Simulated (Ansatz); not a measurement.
Pb on the Si site + C vacancy in 4H silicon carbide (the name describes the start): one set of geometries, relaxed with PBE, evaluated in Ansatz (PAW, plane waves to 420 eV, 500 eV under r2SCAN) with PBE, r2SCAN.

Cell and caveats: 96-site cell; 2×2×2 shifted k-points; start: the Si(k) site; C(h) 1.89 Å away; charged states image-corrected; no spin–orbit coupling; finite-size errors of tenths of an eV; relaxed from one start, so a lower configuration may exist; flagged in the runs: a host whose relaxation on this sampling wasn't shown to rest.

| quantity | PBE | r2SCAN |
|---|---|---|
| host gap (eV) | 2.23 | 2.59 |
| ε(+2/+1) above the VBM (eV) | 0.99 | not settled |
| largest moment on one atom at charge −1 (μB) | 0.06 | 0.07 |

PBE narrows the gap by 0.36 eV against r2SCAN, the highest level run.

Ansatz is a quantum-chemistry and plane-wave program.
